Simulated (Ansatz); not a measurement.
By PBEsol, the system below comes out a metal.

Input:

```yaml
crystal:
  lattice:
    - [3.17032, 0.00000, 0.00000]
    - [0.00000, 3.17032, 0.00000]
    - [1.58516, -1.58516, 1.58516]
  atoms:
    - { symbol: W, position: [0.00000, 0.00000, 0.00000] }
```

Space group of this cell: Im-3m, bcc (W type). The cell is taken as given; by PBEsol its mean pressure is -4.8 GPa.

The numbers are results of PBEsol (plane waves, PAW; Ansatz, an electronic-structure program), not measurements.

The current runs along the normal of the first two printed vectors; no spin-orbit coupling. Scaled by the factor s: the length along the current (ions clamped). The meshes follow the cell: 36×36×36 and 30×30 across at s = 0.97, 36×36×36 and 30×30 across at s = 1.00, 34×34×34 and 30×30 across at s = 1.03.

| s | mean pressure (GPa) | ballistic conductance per area (both spins) (× 10¹⁵ S/m²) |
|---|---|---|
| 0.97 | 5.2 | 1.08 |
| 1.00 | -4.8 | 0.96 |
| 1.03 | -13.1 | ? |

**Question.** Take the slope of the ballistic conductance per area (both spins) against ln s from the two given rows, extrapolate to s = 1.03, and say what the run there gives.

**Answer.** Slope = (1.08 − 0.96) / ln 0.97 = -3.94 × 10¹⁵ S/m². The line gives 0.96 + (-3.94) × ln 1.03 = 0.84 × 10¹⁵ S/m². The run gives 0.90 × 10¹⁵ S/m², 0.06 × 10¹⁵ S/m² over the line, 48 % of the predicted step.
